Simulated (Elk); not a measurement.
Elk run on Mg6CuBi (Amm2, 8 atoms in the cell): self-consistent single point.

Computed with LDA (PW92), all-electron FP-LAPW, Elk's shipped species files, APW+lo basis with extra local orbitals (Elk).

```yaml
crystal:
  lattice:
    - [4.98487, 0.00000, 0.00000]
    - [0.00000, 3.24580, 5.45747]
    - [0.00000, -3.24580, 5.45747]
  atoms:
    - { symbol: Mg, position: [0.50000, 0.83276, 0.33606] }
    - { symbol: Mg, position: [0.50000, 0.33606, 0.83276] }
    - { symbol: Mg, position: [0.00000, 0.68603, 0.14429] }
    - { symbol: Mg, position: [0.00000, 0.14429, 0.68603] }
    - { symbol: Mg, position: [0.00000, 0.67115, 0.67115] }
    - { symbol: Mg, position: [0.00000, 0.15954, 0.15954] }
    - { symbol: Cu, position: [0.50000, 0.83604, 0.83604] }
    - { symbol: Bi, position: [0.50000, 0.33412, 0.33412] }
```

Reference input (self-consistent single point, DFT, PBEsol, all-electron FP-LAPW, Elk's shipped species files, APW+lo basis with extra local orbitals): xctype = 22; rgkmax = 7.5; stype = 0; swidth = 0.00499791 Ha; ngridk = 4 3 3; gmaxvr = 16 1/bohr; nxlo = 2; lorbcnd = true; lmaxi = 2; maxscl = 100. This run's input differs from it in these lines:

```diff
@@ -2,5 +2,2 @@
   0
-
-xctype
-  22
```

The program printed (abridged):

```
│ Self-consistent loop started │
│ Loop number : 1 │
 total energy                :     -24392.7902887
│ Loop number : 2 │
 total energy                :     -24410.3634247
RMS change in Kohn-Sham potential (target) :   0.1864130155     (  0.1000000000E-05)
Absolute change in total energy (target)   :    17.57313599     (  0.1000000000E-03)
│ Loop number : 3 │
 total energy                :     -24418.0558501
RMS change in Kohn-Sham potential (target) :   0.6236403663E-01 (  0.1000000000E-05)
Absolute change in total energy (target)   :    12.08570936     (  0.1000000000E-03)
│ Loop number : 4 │
   [... lines left out ...]
Absolute change in total energy (target)   :   0.2292538215E-02 (  0.1000000000E-03)
│ Loop number : 21 │
 total energy                :     -24419.6585021
RMS change in Kohn-Sham potential (target) :   0.3264095723E-05 (  0.1000000000E-05)
Absolute change in total energy (target)   :   0.2423777587E-03 (  0.1000000000E-03)
│ Loop number : 22 │
 total energy                :     -24419.6585596
RMS change in Kohn-Sham potential (target) :   0.3494051441E-06 (  0.1000000000E-05)
Absolute change in total energy (target)   :   0.3105629730E-05 (  0.1000000000E-03)
Convergence targets achieved

│ Loop number : 23 │

Energies :
 Fermi                       :     0.161264295642
 total energy                :     -24419.6585246

Density of states at Fermi energy :    60.65647788
 (states/Hartree/unit cell)

Estimated indirect band gap :   0.2576749207E-02
 from k-point      3 to k-point      3
Estimated direct band gap   :   0.2576749207E-02
 at k-point      3

Charges :
 core                        :    92.00000000
 valence                     :    92.00000000
 interstitial                :    11.73622884
 muffin-tins (core leakage)
  species :    1 (Mg)
   atom    1                 :    10.47405263     (   0.000000000    )
   atom    2                 :    10.47405263     (   0.000000000    )
   atom    3                 :    10.47422227     (   0.000000000    )
   [... lines left out ...]
  species :    2 (Cu)
   atom    1                 :    28.01460296     (  0.1644632586E-03)
  species :    3 (Bi)
   atom    1                 :    81.37282289     (  0.6920625325E-03)
 total in muffin-tins        :    172.2637712
 total calculated charge     :    183.9589417
 total charge                :    184.0000000
 error                       :   0.4105830513E-01

│ Self-consistent loop stopped │
```

The run converged in 23 iterations. The count includes the last loop, which Elk runs after its targets are met. 

The starting cell comes from a database of computed structures (which also holds hypothetical and non-ambient phases and stackings), without a prior relaxation at this level. Spin-orbit coupling is off. Spin polarisation is off. Values depend on the basis (sphere radii, cutoffs, local orbitals), which need not be converged. The log's line on a gap gives a spacing of levels on this mesh, which the program prints for metals too.

Cost on one core of a shared machine: roughly 7 min.
